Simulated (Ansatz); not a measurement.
# A computed series for GaAs: response to strain

Base system: GaAs in the zinc blende structure (space group F-43m, No. 216).

```
CELL_PARAMETERS angstrom
      0.00000     2.83278     2.83278
      2.83278     0.00000     2.83278
      2.83278     2.83278     0.00000
ATOMIC_POSITIONS crystal
  As 0.75000 0.75000 0.75000
  Ga 0.00000 0.00000 0.00000
```

Cartesian axes are those of the cell as printed.

Strains are applied to the cell and any free atomic positions relax; under biaxial strain the out-of-plane vector relaxes too.

All numbers come from r2SCAN, PAW, 500 eV (Ansatz, a quantum-chemistry and plane-wave program; spin-orbit coupling left out), earlier PAW set.

Candidates:
(a) uniaxial strain ε_zz = +2.59 %
(b) isotropic strain −0.91 %
(c) biaxial strain +2.07 %, plane normal [110], relaxed out of plane
(d) tensor shear ε_yz = −0.83 %
(e) uniaxial strain ε_xx = −1.08 %

Base values:

The band gap comes out as 0.97 eV.

Order them by band gap, lowest first.

(c) biaxial strain +2.07 %, plane normal [110], relaxed out of plane (0.56 eV), (a) uniaxial strain ε_zz = +2.59 % (0.71 eV), (d) tensor shear ε_yz = −0.83 % (0.90 eV), (e) uniaxial strain ε_xx = −1.08 % (1.01 eV), (b) isotropic strain −0.91 % (1.19 eV)

A biaxial case was relaxed in a doubled cell and then solved in the primitive one. Stability against distortions was not tested.
